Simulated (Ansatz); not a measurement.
Consider K in the bcc (W type) structure (space group Im-3m, No. 229).

```xyz
1
Lattice="-2.6400 2.6400 2.6400 2.6400 -2.6400 2.6400 2.6400 2.6400 -2.6400" Properties=species:S:1:pos:R:3 pbc="T T T"
K      0.0000     0.0000     0.0000
```

Computed with PBE/PAW in Ansatz (a program for electronic structure), without spin-orbit coupling.

Base values:

```
Item               Result
---------------  --------
Volume per atom  73.60 Å³
```

Modification: cell and atoms relaxed at a pressure of 10 GPa.

Task: What happens to the volume per atom?

Result: The volume per atom drops by 38.06 Å³ (73.60 Å³ → 35.54 Å³).

Load acts through the strain it causes; cell and atoms are relaxed under it. Whether these cells are dynamically stable was not tested. Competing high-pressure phases were not computed.
